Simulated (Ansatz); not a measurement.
**SnTe: tensor shear ε_xy = +0.86 %**

Start from SnTe in the rock salt structure (space group Fm-3m, No. 225; a = 6.235 Å). Axes: x, y, z lie along the cube axes.

Now apply this change: a pure shear with ε_xy = ε_yx = 0.0086; the atoms relax in the strained cell.

Level of theory: LDA (Ansatz, a first-principles code), no SOC. Settings: 9×9×9 k-points, 0.05 eV Fermi–Dirac smearing.

The volume per atom is nearly the same (30.30 Å³ against 30.29 Å³) and the space group goes from Fm-3m (No. 225) to Immm (No. 71). The shortest interatomic distance remains 3.117 Å and the energy goes up by 0.5 meV/atom. The pressure (mean of the normal stresses, compression positive) remains 0.00 GPa and the band gap decreases by 0.05 eV (0.16 eV → 0.11 eV) (uncertain: the edges found look like a band crossing or inverted bands; both cells). The stress (xx, yy, zz, yz, xz, xy; compression positive) comes out as (0.00, 0.00, 0.00, 0.00, 0.00, -0.31) GPa.

Spin-orbit coupling, missing from the scalar runs, can matter with Te. Stability against distortions was not tested. A zero or small gap of SnTe can be the functional's error rather than a property of the material.
